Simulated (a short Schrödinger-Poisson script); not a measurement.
Stack: MOS inversion layer, SiO2 on p-type Si(100), at 300 K.

From the gate side: 1.7 nm SiO2; 280 nm Si, acceptors 2.4e18 cm⁻³.

Constants are typed, rounded textbook-type inputs, not results; the design itself was drawn at random and stands for no fabricated device. SiO2: permittivity 3.9, conduction-band edge (eV) 3.15, gap (eV) 9, electron mass (mₑ) 0.5. Si: permittivity 11.7, conduction-band edge (eV) 0, gap (eV) 1.124, Nv at 300 K (cm⁻³) 3.1e19.

Channel valleys (confinement mass, in-plane density-of-states mass, number): Δ2 0.916, 0.19, 2; Δ4 0.19, 0.417, 4. At the gate the conduction-band edge of layer 1 lies 3.49 eV − eVg above the Fermi level of the channel; the field vanishes at the back. Gaps are held at their typed values at every temperature. Mesh 0.03 nm at interfaces.

Solved with a short Schrödinger-Poisson script written for these runs: 1D Poisson equation in equilibrium, electrons quantum, Hartree (BenDaniel-Duke, 12 states a valley, the channel's in-plane mass for all, wave functions ending at the dielectric), parabolic valleys, classical holes, full ionisation, no traps, pinning or gate leakage.

| Vg (V) | electrons (cm⁻²) | C (μF/cm²) | Δ2 E0 (meV from the Fermi level) | Δ4 E0 (meV from the Fermi level) |
|---|---|---|---|---|
| 0.75 | 3.52e9 | 0.379 | 184.9 | 287.5 |
| 0.8 | 1.52e10 | 0.415 | 146.9 | 251.0 |
| 0.85 | 6.04e10 | 0.551 | 111.0 | 216.7 |
| 0.9 | 1.89e11 | 0.819 | 81.1 | 188.3 |
| 0.95 | 4.30e11 | 1.08 | 59.1 | 167.8 |
| 1 | 7.59e11 | 1.26 | 43.3 | 153.7 |
| 1.05 | 1.14e12 | 1.37 | 31.6 | 143.4 |
| 1.1 | 1.56e12 | 1.44 | 22.2 | 135.6 |
| 1.15 | 2.00e12 | 1.48 | 14.4 | 129.3 |
| 1.2 | 2.46e12 | 1.52 | 7.6 | 124.1 |
| 1.25 | 2.93e12 | 1.54 | 1.6 | 119.6 |
| 1.3 | 3.40e12 | 1.56 | -3.9 | 115.6 |
| 1.35 | 3.89e12 | 1.58 | -8.9 | 112.1 |
| 1.4 | 4.38e12 | 1.59 | -13.6 | 108.9 |
| 1.45 | 4.87e12 | 1.61 | -18.0 | 105.9 |
| 1.5 | 5.37e12 | 1.61 | -22.2 | 103.1 |

Gate voltages with under 1e9 electrons/cm² are left out.

At Vg = 1.5 V the lowest Δ2 subband lies at -22.2 meV from the Fermi level. How many electrons does it hold, and what share of all?

The two-dimensional density of states is g m/(πħ²) = 1.59e11 cm⁻² meV⁻¹ (both spins), kT = 25.9 meV, so n = D kT ln(1 + exp(−E/kT)) = 4.98e12 cm⁻², 0.93 of the 5.37e12 cm⁻² in all.

Compare the slope of the sheet density between 1.4 and 1.5 V with the geometric capacitance of the layers between gate and channel.

q Δn/ΔV = 1.59 μF/cm²; ε0/Σ(t/ε) = 2.03 μF/cm². The ratio is 0.78: the channel acts as a further capacitance in series.
